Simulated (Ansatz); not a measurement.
Effect of biaxial strain −0.75 %, plane normal [001], relaxed out of plane on ZnGeP2

Take ZnGeP₂ in the chalcopyrite structure (space group I-42d, No. 122; a = 5.3740 Å, c = 10.6255 Å) as the base. Axes: x, y, z lie along a, b, c of the conventional cell.

It is then changed as follows: biaxial strain −0.75 %, plane normal [001], relaxed out of plane (Cartesian); in-plane vectors clamped, the third vector and the atoms free.

Computed with LDA (Ansatz, an electronic-structure program, PAW, no SOC). k-mesh 9×9×9 (Γ-centred); smearing 0.05 eV (Fermi–Dirac).

- Volume per atom = 19.02 Å³ (base 19.18 Å³)
- Shortest interatomic distance = 2.311 Å (base 2.317 Å)
- Energy relative to the base (free energy F) = +1.0 meV/atom
- Band gap = 1.00 eV (base 1.00 eV)
- Gap character = indirect, Γ → M–S (33 % along) (base indirect, Γ → M–S (33 % along))
- Smallest direct gap = 1.27 eV (base 1.18 eV)
- Width of the top valence band = 1.52 eV (base 1.56 eV)
- Valence-band top at Γ (three highest levels, from the VBM) = 0.00, 0.00, -0.02 eV (base 0.00, -0.07, -0.07 eV)
- Out-of-plane strain = +0.69 %

Final structure (turned so that z lies along the plane normal):

```yaml
crystal:
  lattice:
    - [5.33365, 0.00000, 0.00000]
    - [0.00000, 5.33365, 0.00000]
    - [2.66682, -2.66682, 5.34932]
  atoms:
    - { symbol: Zn, position: [0.00000, 0.00000, 0.00000] }
    - { symbol: Zn, position: [0.25000, 0.25000, 0.50000] }
    - { symbol: Ge, position: [0.50000, 0.50000, 0.00000] }
    - { symbol: Ge, position: [0.75000, 0.75000, 0.50000] }
    - { symbol: P, position: [0.62500, 0.37489, 0.25000] }
    - { symbol: P, position: [0.37489, 0.12500, 0.75000] }
    - { symbol: P, position: [0.12500, 0.87511, 0.25000] }
    - { symbol: P, position: [0.87511, 0.62500, 0.75000] }
```

Cost of the whole job for the changed cell (relaxation, final SCF and bands): about 2.2 core-minutes (a rough figure).

No phonon test of stability was made.
